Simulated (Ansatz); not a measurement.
**FeGe (space group P2_13, No. 198; ferromagnetic)**

```yaml
crystal:
  lattice:
    - [4.59656, 0.00000, 0.00000]
    - [0.00000, 4.59656, 0.00000]
    - [0.00000, 0.00000, 4.59656]
  atoms:
    - { symbol: Fe, position: [0.13617, 0.13617, 0.13617] }
    - { symbol: Fe, position: [0.36383, 0.86383, 0.63617] }
    - { symbol: Fe, position: [0.63617, 0.36383, 0.86383] }
    - { symbol: Fe, position: [0.86383, 0.63617, 0.36383] }
    - { symbol: Ge, position: [0.84195, 0.84195, 0.84195] }
    - { symbol: Ge, position: [0.65805, 0.15805, 0.34195] }
    - { symbol: Ge, position: [0.34195, 0.65805, 0.15805] }
    - { symbol: Ge, position: [0.15805, 0.34195, 0.65805] }
```

Computed with PBEsol (Ansatz, a program for electronic structure; PAW; 420 eV plane waves; scalar-relativistic without spin-orbit coupling). Settings: 10×10×10 k-points, 0.05 eV Fermi–Dirac smearing.

The volume per atom comes out as 12.14 Å³, the density is 8.79 g/cm³ and the band gap is zero. The magnetic state is ferromagnetic and the total energy is -4351.372 eV/atom (σ→0; compares only within this code and set-up).

Other magnetic orders, which the real material may have, were not ruled out. Whether these cells are dynamically stable was not tested.
